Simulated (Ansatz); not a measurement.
LaOF (P4/nmm, No. 129, 6 atoms in the cell; start mp-7100), treated with r²SCAN0 (Ansatz, a quantum-chemistry and plane-wave program, PAW).

Settings: plane-wave cutoff 520 eV, 6×6×4 k mesh (along the axes of the cell as run), Fermi–Dirac smearing 0.01 eV, scalar-relativistic PAW data made under PBE.

Cell (relaxed with PBEsol):

```
CELL_PARAMETERS angstrom
      4.04015     0.00000     0.00000
      0.00000     4.04015     0.00000
      0.00000     0.00000     5.77800
ATOMIC_POSITIONS crystal
  La 0.50000 0.00000 0.71610
  La 0.00000 0.50000 0.28390
  O  0.00000 0.00000 0.50000
  O  0.50000 0.50000 0.50000
  F  0.50000 0.50000 0.00000
  F  0.00000 0.00000 0.00000
```

Problem. Estimate the band gap, smallest direct gap on the k points sampled and Γ–Γ gap that the calculation returns.

Solution. 
* **band gap**: 7.39 eV
* **smallest direct gap on the k points sampled**: 7.48 eV
* **Γ–Γ gap**: 7.98 eV

Note: cell and atoms aren't relaxed at this level (pressure 2.1 GPa).

Spin–orbit coupling is not included.

Computed values are for the static lattice.

Cost on a shared machine: around 9 core-minutes (rough).

A start named mp-… is a Materials Project structure, which need not be a measured phase.
